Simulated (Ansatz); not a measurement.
Ag on the 1x1 (110) surface of zinc-blende GaAs (cut with top plane As + Ga), one in a 2x1 cell, started at the site 'hollow As-As-Ga-Ga'

Host crystal: zinc-blende GaAs, with a band gap (PBE, scalar-relativistic without spin-orbit coupling).

The numbers are results of PBE (plane waves to 420 eV, PAW; Ansatz, a first-principles code), not measurements.

Model: 21-atom slab, 8.6 Å thick at the start under the adsorbate (thin: gaps and levels are the slab's own), 3x4x1 mesh, Fermi-Dirac 0.01 eV, dipole correction, 8 atoms held, the rest relaxed; held to the start's symmetry, so lower structures may exist; spin-polarised, no spin-orbit, no U, no dispersion correction. The slab shows no gap over 0.04 eV on its mesh. The starting moment vanished. At the end it is bonded to As + 3 Ga. In PBE this state lies 0.09 eV over the lowest of the starts that converged ('bridge As-Ga (span 5.0 Å)').

The adsorption energy against an atom of fcc Ag comes out as 1.07 eV. The change of the step from the bottom to the top vacuum level, against the clean slab comes out as -0.22 eV, the energy released by relaxation comes out as 0.24 eV and the height of the binding atom over the mean of the host atoms within 0.3 Å of the top one is 0.330 Å. The nearest host atoms of the binding atom is As at 2.70 Å, Ga at 2.80 Å, Ga at 2.80 Å and the largest move of a host atom is 0.23 Å. The cost is roughly 21 core-minutes.

A negative adsorption energy means that the adsorbate is more stable on the surface than in its reference.
